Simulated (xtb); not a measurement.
xtb 6.7.1, GFN2-xTB: Zr(NH2)3(NEtMe) (CC[N](C)[Zr]([NH2])([NH2])[NH2]), 22 atoms. The geometry is a generated start, not checked to be a minimum at this level.

```json
{
  "method": "GFN2-xTB",
  "--acc": "1 (default)",
  "--etemp (K)": "300 (default)",
  "detailed input (--input)": "none: ANC optimiser, Lindh (1995) Hessian, microcycle=20, maxdispl=1.0, hlow=0.01 (default)",
  "basis_functions": "52",
  "valence_electrons": "50"
}
```

```xyz
22

Zr     0.9923    -0.7120    -0.6377
N      1.8233     1.0905    -1.1619
H      2.1140     1.1590    -2.1497
H      2.6528     1.3645    -0.6144
N      2.4138    -1.7910     0.3684
H      3.0508    -1.2804     0.9943
H      3.0046    -2.4449    -0.1572
N      0.2649    -1.6405    -2.3184
H     -0.2204    -1.0411    -2.9995
H     -0.3584    -2.4450    -2.1591
N     -0.5583    -0.2653     0.6049
C      0.0158     0.1931     1.8655
C     -1.3497     0.7898    -0.0254
C     -2.7528     0.9255     0.5936
H     -0.7695     0.4403     2.5958
H      0.6459     1.1029     1.7307
H      0.6255    -0.6170     2.2926
H     -0.8322     1.7734     0.0403
H     -1.4758     0.5327    -1.0955
H     -2.6878     1.2459     1.6303
H     -3.3409     1.6566     0.0438
H     -3.2579    -0.0371     0.5586
```

Charge 0 and multiplicity 1 are set for this test and not shown to be the ground state.

The structure is relaxed from this start with --opt LEVEL for the levels crude, sloppy, loose, lax, normal, tight, vtight, extreme, once each. Up to the end of the extreme run atoms move by at most 1.1 Å along an axis.

Problem. Which level is enough to come within 20 meV of the tightest end point?

Solution. normal: 61 cycles against 76, ending 0.30 meV above.

```
level    cycles  energy above the extreme run (meV)  gradient norm (eV/Å)
-------  ------  ----------------------------------  --------------------
crude         1                                  65                  0.18
sloppy        1                                  65                  0.18
loose         1                                  65                  0.18
lax           4                                  63                  0.12
normal       61                                0.30                 0.036
tight        66                               0.044                0.0089
vtight       74                          under 0.01                0.0030
extreme      76                                   —                0.0019
```
